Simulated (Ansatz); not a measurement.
Input:

```
CELL_PARAMETERS angstrom
      5.63231     0.00000     0.00000
      0.00000     5.63231     0.00000
      2.81615    -2.81615     5.32913
ATOMIC_POSITIONS crystal
  Ga 0.50000 0.50000 0.00000
  Ga 0.75000 0.75000 0.50000
  Cu 0.00000 0.00000 0.00000
  Cu 0.25000 0.25000 0.50000
  Se 0.62500 0.36711 0.25000
  Se 0.36711 0.12500 0.75000
  Se 0.12500 0.88289 0.25000
  Se 0.88289 0.62500 0.75000
```

No spin polarisation.

The values are results of LDA (Ansatz, a first-principles code), scalar-relativistic without spin-orbit coupling, not measurements. Γ-centred 9×9×9 mesh, Fermi–Dirac width 0.05 eV.

Question: Predict the gap character.

Answer: Direct at Γ.

Question: Estimate the mean in-plane stress (compression positive).

Answer: -1.9 GPa.

Question: What is the computed band gap?

Answer: 0.06 eV.

Question: What is the computed space group?

Answer: I-42d (No. 122).

The cells carry an imposed strain or load. Stability against distortions was not tested. All final runs are without spin polarisation. The cell was made from GaCuSe₂ in the chalcopyrite structure (space group I-42d, No. 122) by this change: biaxial strain +2.25 %, plane normal [001], relaxed out of plane. The zero or small gap of GaCuSe2 can change with the level of theory.
